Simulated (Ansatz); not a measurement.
# Lattice constant a of GePd (model structure, from the rocksalt type, Fm-3m, No. 225) at several levels of theory

No measured value is used here.

```json
[
 {"level (code)": "PBE (Ansatz)", "value (Å)": "(withheld)"},
 {"level (code)": "PBEsol (Ansatz)", "value (Å)": "5.130"},
 {"level (code)": "PBE-D3(BJ) (Ansatz)", "value (Å)": "5.150"},
 {"level (code)": "r²SCAN (Ansatz)", "value (Å)": "5.168"}
]
```

Complete the blanks.


- PBE (Ansatz, a first-principles code), value (Å): 5.215

Ansatz's density-functional and Hartree–Fock values are scalar-relativistic unless marked +SOC, with PAW data made under PBE.

A model structure was made by putting elements into a prototype or built by hand; it is no filed structure, need not be a known phase, and can be a saddle point held by its symmetry.
